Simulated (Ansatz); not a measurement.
CaO (P6₃/mmc, No. 194, 4 atoms in the cell; start mp-545512; a measured phase of this formula has another space group), treated with PBEsol (plane waves, PAW; Ansatz, a program for electronic structure).

Run with plane-wave cutoff 520 eV, 12×12×8 k mesh (along the axes of the cell as run), Fermi–Dirac smearing 0.01 eV, scalar-relativistic PAW data made under PBE.

The cell is the one relaxed with PBEsol. Conventional cell: a = 3.9562 Å, b = 3.9562 Å, c = 4.7432 Å, α = 90.00°, β = 90.00°, γ = 120.00°.

```xyz
4
Lattice="3.9562 0.0000 0.0000 -1.9781 3.4262 0.0000 0.0000 0.0000 4.7432" Properties=species:S:1:pos:R:3 pbc="T T T"
Ca     0.0000     2.2841     3.5574
Ca     1.9781     1.1421     1.1858
O      0.0000     2.2841     1.1858
O      1.9781     1.1421     3.5574
```

List the 15 lowest band energies at Γ above −25 eV (eV, relative to the valence band maximum), grouping those that round alike.

At Γ: -18.78, -18.50 (×2), -18.28 (×2), -18.14, -15.37, -15.19, -1.23 (×2), -1.21 (×2), -1.09, 0.00, 3.14.

A start named mp-… is a Materials Project structure, which need not be a measured phase.
